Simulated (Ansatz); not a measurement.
We consider DyPd₃ (Pm-3m, No. 221), described by PBEsol (PAW; Ansatz, a quantum-chemistry and plane-wave program).

Numerical settings: plane-wave cutoff 500 eV, 14×14×14 k mesh, Fermi–Dirac smearing 0.1 eV, spin-polarised start, scalar-relativistic PAW data made under PBE.

Computed at the level's own relaxed cell.

Q: Predict the volume per atom and lattice constant a.

A: 
volume per atom: 16.61 Å³/atom
lattice constant a: 4.050 Å

The run finds no gap.

Note: the magnetic order was assumed, not searched for or taken from measurement; the 4f shell is treated without U or exact exchange, so its levels and filling can be wrong.

Spin–orbit coupling is not included.

Static lattice: no zero-point or thermal effects.

It cost around 11 core-minutes (rough) of CPU time.
